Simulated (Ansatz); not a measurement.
The starting structures come from a database of crystals and need not be the phases stable at ambient conditions.

Consider the following.

```yaml
crystal:
  lattice:
    - [6.12405, 0.00000, 0.00000]
    - [3.06203, 5.86196, -0.00608]
    - [3.06203, 1.60471, 5.05499]
  atoms:
    - { symbol: W, position: [0.00000, 0.00000, 0.00000] }
    - { symbol: Cl, position: [0.22970, 0.23773, 0.91630] }
    - { symbol: Cl, position: [0.77030, 0.76227, 0.08370] }
    - { symbol: Cl, position: [0.61626, 0.23773, 0.22970] }
    - { symbol: Cl, position: [0.38374, 0.76227, 0.77030] }
    - { symbol: Cl, position: [0.91630, 0.23773, 0.61626] }
    - { symbol: Cl, position: [0.08370, 0.76227, 0.38374] }
```

Space group of this cell: R-3. The cell was relaxed by PBE-D3(BJ).

Transport runs along the normal of the first two printed cell vectors, the (101) plane of the conventional cell.

The gap is the functional's own, uncorrected, and κ follows it; spin-orbit coupling is left out. Mid-gap values are interpolated between the computed energies.

Question: Estimate the band gap and the smallest decay constant κ at mid-gap that r2SCAN run with Ansatz (a quantum-chemistry and plane-wave program) returns for this system.

Answer: Gap 1.87 eV on a 6×6×6 mesh; κ = 0.294 1/Å, at (0.000, 0.500) of the in-plane reciprocal vectors. At the zone centre, at the nearest computed energy, the slowest state has κ = 0.30 1/Å.
